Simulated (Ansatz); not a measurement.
Base system: CdSe in the wurtzite structure (space group P6_3mc, No. 186; a = 4.3829 Å, c = 7.1547 Å). Axes: x lies along a and z along c of the hexagonal cell.

All numbers come from PBE (Ansatz, a first-principles code; PAW; 420 eV plane waves; spin-orbit coupling left out), earlier PAW set.

Before the change:

* **Valence-band top at Γ**: 0.00, 0.00, -0.04 eV
* **Volume per atom**: 29.76 Å³
* **Band gap**: 0.54 eV

Perturbation: uniaxial stress, 1 GPa tension along z; all other stress components relax to zero.

Q: Estimate the effect on the valence-band top at Γ, volume per atom, energy relative to the base and band gap.

A: The valence-band top at Γ (three highest levels, from the VBM) becomes 0.00, 0.00, -0.14 eV (base: 0.00, 0.00, -0.04 eV); the volume per atom grows by 0.22 Å³ to 29.98 Å³; the energy rises by 1.6 meV/atom; the band gap falls by 0.056 eV, from 0.54 eV to 0.49 eV.

Load acts through the strain it causes; cell and atoms are relaxed under it. Beyond what the load breaks, stability against distortions was not tested.
